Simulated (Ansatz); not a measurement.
What isotropic strain +3.00 % does to ZnSe

The parent structure is ZnSe in the zinc blende structure (space group F-43m, No. 216; a = 5.733 Å).

Perturbation: every lattice vector is stretched by 3.00 %, atoms relaxed at fixed cell.

The values are results of PBE in Ansatz (plane waves to 420 eV, PAW, scalar-relativistic without spin-orbit coupling), not measurements. Settings: 10×10×10 k-points, 0.05 eV Fermi–Dirac smearing.

```tsv
quantity	base	changed	shift
space group	F-43m (No. 216)	F-43m (No. 216)	–
shortest interatomic distance	2.482 Å	2.557 Å	+0.0745 Å
energy relative to the base (free energy F)	0 meV/atom	+30 meV/atom	+30 meV/atom
band gap	1.15 eV	0.82 eV	-0.33 eV
gap character	direct at Γ	direct at Γ	–
mean gap deformation potential ΔEg/Δln V	–	-3.7 eV	–
electron mass	0.090 mₑ (at Γ)	0.071 mₑ (at Γ)	–
hole mass (degenerate bands, along [100])	0.094, 0.63, 0.63 mₑ (at Γ)	0.074, 0.71, 0.71 mₑ (at Γ)	–
```

Final structure:

```yaml
crystal:
  lattice:
    - [0.00000, 2.95249, 2.95249]
    - [2.95249, 0.00000, 2.95249]
    - [2.95249, 2.95249, 0.00000]
  atoms:
    - { symbol: Zn, position: [0.00000, 0.00000, 0.00000] }
    - { symbol: Se, position: [0.25000, 0.25000, 0.25000] }
```

Masses are band curvatures over ±0.01 Å⁻¹ around the edge. Stability against distortions was not tested.

Ansatz is an electronic-structure program.
